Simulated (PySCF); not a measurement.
PySCF 2.14.0, CAM-B3LYP/def2-svp: Si(H)(NMe2)3 (CN(C)[SiH](N(C)C)N(C)C), 29 atoms. The geometry is a generated start, not checked to be a minimum at this level.

```yaml
task: energy
method: cam-b3lyp
basis: def2-svp
two_electron_scheme: exact four-centre integrals
mol.max_memory: 1000 MB
mf.init_guess: minao (default)
mf.DIIS: CDIIS (default)
mf.diis_space: 8 (default)
mf.conv_tol: 1e-09 (default)
mf.grids.level: 3 (default)
basis_functions: 239
grid_points: 331952
```

Hardware: Arm Neoverse V2, 96 cores on 1 socket, no SMT, 1 L3 cache group; 94 cores' worth of CPU time may be used.

Each time is the median wall time of two to five repeats, run one at a time on the otherwise empty machine; start-up is included. Processes are pinned to neighbouring cores unless said otherwise. Build: PyPI wheel: OpenMP (GNU), a bundled serial OpenBLAS 0.3.3 under its C layer, NumPy's threaded OpenBLAS held to generic ARMv8 kernels, libcint, Libxc. Other compilers and libraries give other times. Scratch files lie in a memory file system.

Started as
```bash
OMP_NUM_THREADS=16 OPENBLAS_NUM_THREADS=1 python -u run.py
```
(16 threads, 1 BLAS thread) it takes 31 s and 12 Fock builds (products with the orbital Hessian counted alike).

Question: Estimate the wall time with 64 threads, 1 BLAS thread.

Answer: About 27 s (2 runs within 1 %): 1.1× as fast, on 64 cores in place of 16, so 3.6× the core-time. The largest move is in exchange-correlation on the grid (vxc): 6.6 s to 3.3 s. The J/K builds take 23 s on 16 and 23 s on 64 threads, with about 10 and 10 cores busy. Change in the result: energy equal as printed.
